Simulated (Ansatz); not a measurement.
Cost and result by functional for the surface energy of the (110) surface of zinc-blende CdSe in its 1x1 cell (cut with top plane Cd + Se, bottom plane Cd + Se), outermost plane spacing 2.19 Å in the ideal cut, in Ansatz (plane waves, PAW). Single points on the PBE structure, on one kind of machine; costs are rough ratios of the slab run's core time (references not counted) to the cheapest single point. r2SCAN's cost holds its higher cutoff (500 against 420 eV). Differences are taken against HSE06 for comparison alone: no measured value is at hand, so the table doesn't rank accuracy. HSE06 ran on a coarser k-mesh, which lowers its cost and carries part of its shift.

Slab: 12 atoms, Cd6Se6, 11.0 Å thick at the start; k 6x4x1, smearing 0.025 eV, dipole-corrected; all atoms relaxed; start symmetry kept, larger cells not searched; no spin, no spin-orbit, no U. These notes are the PBE run's.

| functional | relative cost | surface energy (J/m²) | less HSE06 (J/m²) |
|---|---|---|---|
| PBEsol | 1 | 0.33 | 0.03 |
| RPBE | 1 | 0.18 | -0.12 |
| LDA | 1 | 0.41 | 0.10 |
| r2SCAN | 2 | 0.36 | 0.05 |
| HSE06 | 20 | 0.30 | 0.00 |
| PBE (the relaxed run's value) | – | 0.27 | -0.04 |

The values span 0.23 J/m², while the single points' costs differ by a factor of roughly 20. Differences are of unrounded values.

Ansatz is an electronic-structure program.
